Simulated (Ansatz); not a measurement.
System: L1₀ (CuAu-type) FePt. Method: LDA (Ansatz, a quantum-chemistry and plane-wave program, PAW).

Numerical settings: plane-wave cutoff 520 eV, 24×24×18 k mesh (along the axes of the cell as run), Fermi–Dirac smearing 0.049 eV (set by the program), spin-polarised with parallel moments, scalar-relativistic PAW data made under PBE.

Cell (measured lattice):

```cif
data_FePt
_chemical_formula_sum 'Fe1 Pt1'
_space_group_name_H-M_alt 'P 1'
_space_group_IT_number 1
_cell_length_a 2.72680
_cell_length_b 2.72680
_cell_length_c 3.72610
_cell_angle_alpha 90.000
_cell_angle_beta 90.000
_cell_angle_gamma 90.000
loop_
_space_group_symop_operation_xyz
  'x, y, z'
loop_
_atom_site_label
_atom_site_type_symbol
_atom_site_fract_x
_atom_site_fract_y
_atom_site_fract_z
_atom_site_occupancy
Fe1 Fe 0.00000 0.00000 0.00000 1
Pt1 Pt 0.50000 0.50000 0.50000 1
```

**Question.** Predict the Young modulus, elastic constant C33, Voigt–Reuss–Hill shear modulus (Hill average), Poisson ratio, Voigt–Reuss–Hill bulk modulus, elastic constant C13 and elastic constant C44.

**Answer.** 
- Young modulus = 241 GPa
- elastic constant C33 = 290 GPa
- Voigt–Reuss–Hill shear modulus (Hill average) = 94.2 GPa
- Poisson ratio = 0.282
- Voigt–Reuss–Hill bulk modulus = 184 GPa
- elastic constant C13 = 135 GPa
- elastic constant C44 = 109 GPa

Note: the cell isn't this level's own, so it is under some stress, which shifts stiffness and frequencies.

Elastic constants are with the ions relaxed.

Spin–orbit coupling is not included.

Computed values are for the static lattice.

It cost roughly 50 core-minutes of CPU time.
